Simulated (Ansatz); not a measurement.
## TiC: stress against strain

TiC (rock salt, Fm-3m, 10.133 Å³/atom at rest) under an equal strain ε in the (001) plane with the normal axis free, as in a coherent film. r2SCAN in Ansatz, a plane-wave DFT program (PAW, default set), 500 eV, 23×23×23 Γ-centred mesh, Fermi-Dirac smearing 0.10 eV; ions are relaxed within the symmetry of each cell. Stress is positive for a compressed cell.

Here s stands for strain and y for stress xx.

```csv
strain (%),stress xx (GPa)
-1.50,9.72
-1.00,6.30
-0.50,3.06
0.00,0.00
0.50,-2.89
1.00,-5.62
1.50,-8.20
3.00,?
```

Taking a straight line for y over the 7 complete rows: Means: s 0, y 0.339. About the means, the sum of products is -41.775 and the sum of squares of s is 7.0000; the slope is their ratio. Least squares gives y = 0.339 - 5.9679·s. Residuals (row less fit): 0.429, -0.007, -0.263, -0.339, -0.245, 0.009, 0.413; standard error 0.346 (degrees of freedom: 5). The slope gives the biaxial elastic modulus of this plane = 597 ± 13 GPa.

Q: Predict the withheld y at s = 3.00 from the fit, and compare with the calculation.

A: y = 0.339 - 5.9679 × 3.0 = -17.565 GPa. The calculation gives -15.08 GPa, 2.485 GPa above the prediction (10.0 % of the range of y in the table). The row lies outside the fitted rows, so this is an extrapolation. From the scatter of the fitted rows alone, a prediction at this place has a standard error of 0.539 GPa, so the miss is 4.6 times that.

One order more, fitted to all 13 runs of the series, follows each within 0.09, so the miss is the next term of a smooth law. In a metal these values are sensitive to mesh and smearing; energies are taken to zero smearing, stresses follow the free energy. Rows are the converged runs of the series near zero and its far end; series whose fitted rows scatter by over a few per cent of the range, as at a crossing or softening among them, aren't shown in this form. Most that stay on the fit to the last digits aren't either.
